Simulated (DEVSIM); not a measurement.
System: GaP/Si n-p heterojunction, at 300 K.

Layer 1 from the left is GaP, thickness (μm) 1.10, Nd (cm⁻³) 4.8e16, τn (s) 1.4e-7, τp (s) 4.2e-6. Layer 2 from the left is Si, thickness (μm) 0.160, Na (cm⁻³) 2.8e15, τn (s) 1.4e-7, τp (s) 1.4e-7.

Left contact: ohmic. Right contact: ohmic. Voltage is applied to the left contact. Recombination: SRH at mid-gap, radiative, Auger. Mobility is μmin + (μ − μmin)/(1 + (N/Nref)^α).

This is a model device: material constants are rounded textbook-type values typed into the input, and sizes, dopings and lifetimes were drawn at random. Values at 300 K.

GaP: gap (eV) 2.26, affinity (eV) 3.8, permittivity 11.1, Nc (cm⁻³) 1.8e19, Nv (cm⁻³) 1.9e19, μn (cm²/Vs) 250, μp (cm²/Vs) 150, μn,min 10, μp,min 10, Nref,n 4.4e18, Nref,p 1e18, αn 0.8, αp 0.85, B (cm³/s) 1e-13, Cn (cm⁶/s) 1e-30, Cp (cm⁶/s) 1e-30. Si: gap (eV) 1.124, affinity (eV) 4.05, permittivity 11.7, Nc (cm⁻³) 2.86e19, Nv (cm⁻³) 3.1e19, μn (cm²/Vs) 1417, μp (cm²/Vs) 470, μn,min 52, μp,min 45, Nref,n 9.7e16, Nref,p 2.2e17, αn 0.68, αp 0.72, B (cm³/s) 4.7e-15, Cn (cm⁶/s) 2.8e-31, Cp (cm⁶/s) 9.9e-32.

Simulated with DEVSIM: 1D drift-diffusion, Boltzmann statistics, complete ionisation; no tunnelling, impact ionisation, image-force lowering or self-heating. Band offsets follow the typed affinities; no thermionic-emission limit at abrupt steps, no polarisation charge.

What does the simulation give for the dark forward voltage at 100 A/cm², the potential step across the device at zero bias, the largest field in the device at zero bias, the dark forward voltage at 1 A/cm²?

dark forward voltage at 100 A/cm² 0.601 V; potential step across the device at zero bias 0.980 V; largest field in the device at zero bias 59000 V/cm; dark forward voltage at 1 A/cm² 0.406 V.
